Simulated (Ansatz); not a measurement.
Base system: GaN in the zinc blende structure (space group F-43m, No. 216; a = 4.549 Å).

All numbers come from PBE (Ansatz, a program for electronic structure; PAW; 420 eV plane waves; no spin-orbit coupling).

One change was made to it. Results:

| quantity | base | after |
|---|---|---|
| band gap | 1.54 eV | 1.57 eV |
| width of the top valence band | 3.50 eV | 3.53 eV |
| density | 5.91 g/cm³ | 5.94 g/cm³ |

**Question.** Name the change that was made.
A. pressure 0.9 GPa
B. pressure −2 GPa
C. pressure 4.5 GPa
D. pressure 22.5 GPa

**Answer.** A, pressure 0.9 GPa. For comparison, the band gap in the other runs: pressure 22.5 GPa gives 2.21 eV; pressure −2 GPa gives 1.46 eV; pressure 4.5 GPa gives 1.70 eV.

Load acts through the strain it causes; cell and atoms are relaxed under it. No phonon test of stability was made. Tetrahedral semiconductors of this kind turn to denser phases somewhere between about 1 and 50 GPa; those were not computed, so compressed cells here can lie past the real transition. This is not the structure that GaN has at room temperature and ambient pressure.
